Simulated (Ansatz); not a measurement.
Start from TiSi₂ (space group Cmcm, No. 63; a = 3.515 Å, b = 13.349 Å, c = 3.557 Å).

Computed with Ansatz (an electronic-structure program), PBEsol, PAW, cutoff 420 eV, no spin-orbit coupling, earlier PAW set.

Base values:

```
Property            Value
---------------  --------
Volume per atom  13.91 Å³
```

Perturbation: every Ti is replaced by Hf, then cell and atoms are relaxed.

Tabulated Pauling electronegativity and covalent radius: Ti 1.54, 1.60 Å; Hf 1.30, 1.75 Å.

Question: Predict the new volume per atom.

Answer: The volume per atom rises by 1.96 Å³ to 15.87 Å³.

Whether these cells are dynamically stable was not tested. All final runs are without spin polarisation.
